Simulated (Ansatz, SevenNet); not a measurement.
## Elastic constant C13 of C11b WSi2: levels of theory against measurement

Reference value: 81 GPa (measured, temperature not stated, not corrected to a static lattice; as tabulated in Friák et al. (2018), doi:10.3390/nano8121057).

```json
[
 {"level (code)": "SevenNet-l3i5", "value (GPa)": "100", "cell (Å³/atom)": "13.70"},
 {"level (code)": "PBE (Ansatz)", "value (GPa)": "___", "cell (Å³/atom)": "13.67"},
 {"level (code)": "PBEsol (Ansatz)", "value (GPa)": "99.4", "cell (Å³/atom)": "13.36"},
 {"level (code)": "revPBE (Ansatz)", "value (GPa)": "89.4", "cell (Å³/atom)": "13.80"},
 {"level (code)": "PBE-D3(BJ) (Ansatz)", "value (GPa)": "98.7", "cell (Å³/atom)": "13.25"}
]
```

Some entries are withheld; supply them.


- PBE (Ansatz, a quantum-chemistry and plane-wave program), value (GPa): 91.8

Differences against the reference: SevenNet-l3i5 +23 %, PBE +13.3 %, PBEsol +23 %, revPBE +10.4 %, PBE-D3(BJ) +22 %.

Of the ranked levels revPBE (+10.4 %) comes nearest. Once the reference is moved by up to 10.0 % (a margin picked here for doubts on the reference and the settings, and for temperature and zero-point motion) and values within 1.7 % count as equal, the farthest can be SevenNet-l3i5 (+23 %), PBEsol (+23 %) or PBE-D3(BJ) (+22 %). All 5 levels lie above the reference.

The measured value isn't corrected to a static lattice, so vibrations enter the comparison.  Density-functional levels without +SOC have no spin–orbit coupling. PBE-D3(BJ): the dispersion coefficients are held fixed in the derivatives. Each level is taken at its own relaxed cell. Ansatz's density-functional and Hartree–Fock values are scalar-relativistic unless marked +SOC, with PAW data made under PBE.

Machine-learned potentials (SevenNet-l3i5) are trained on DFT data: a solid inside that data is no test of them.

Differences are worked out from the printed values.
